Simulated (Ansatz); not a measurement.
Defect: interstitial H in hcp Os, neutral cell. Computed with PBE, PAW (plane waves to 420 eV; Ansatz, a quantum-chemistry and plane-wave program).

Cell of 36 host sites held at the relaxed PBE lattice; a 2×2×2 k-point mesh shifted by half a step along c; Fermi-Dirac width 0.10 eV, spin-restricted; finite-size errors left in. Energies are static. Spin-orbit coupling is left out. Sites that were not tried may lie lower.

Barriers: single points on a 4×4×3 k-point mesh shifted by half a step along c at the bands' geometries.

Relaxed starting cell (atoms counted from 1):

```xyz
37
Lattice="8.2627 0.0000 0.0000 -4.1313 7.1557 0.0000 0.0000 0.0000 8.6930" Properties=species:S:1:pos:R:3 pbc="T T T"
Os    -0.0084     1.5870     1.1030
Os    -0.0084     1.5852     5.4548
Os    -1.3895     3.9761     1.1033
Os    -1.4131     3.9615     5.4750
Os    -2.7677     6.3663     1.1028
Os    -2.7697     6.3672     5.4555
Os     2.7458     1.5924     1.1044
Os     2.7454     1.5920     5.4509
Os     1.3728     3.9757     1.1034
Os     1.3962     3.9618     5.4754
Os    -0.0085     6.3666     1.1025
Os    -0.0083     6.3943     5.4752
Os     5.5000     1.5926     1.1043
Os     5.5005     1.5926     5.4511
Os     4.1228     3.9784     1.1046
Os     4.1231     3.9788     5.4507
Os     2.7509     6.3663     1.1026
Os     2.7524     6.3670     5.4552
Os     1.3693     0.7974     3.2813
Os     1.3687     0.7973     7.6269
Os    -0.0081     3.1520     3.2564
Os    -0.0084     3.1790     7.6296
Os    -1.4126     5.5833     3.2566
Os    -1.3885     5.5692     7.6293
Os     4.1230     0.8057     3.2768
Os     4.1228     0.8036     7.6292
Os     2.7528     3.1782     3.2767
Os     2.7509     3.1793     7.6293
Os     1.3957     5.5832     3.2562
Os     1.3717     5.5692     7.6293
Os     6.8760     0.7976     3.2810
Os     6.8767     0.7973     7.6271
Os     5.4930     3.1785     3.2763
Os     5.4952     3.1798     7.6296
Os     4.1227     5.5678     3.2808
Os     4.1225     5.5679     7.6267
H     -0.0068     4.7705     4.3723
```

End state 1 differs by these moves (Å; atoms that move under 0.08 Å are left out):

```tsv
atom	element	Δx	Δy	Δz
37	H	0.00	0.00	-2.17
```

Question: Predict the forward and backward barriers to end state 1 from PBE, PAW.

Answer: forward 0.43 eV, backward 0.43 eV; at the saddle point atom 37 has neighbours 3 Os at 1.69 Å. The check of the saddle point's order was inconclusive, and it lies on a symmetry element of the cell, where a band can be held.
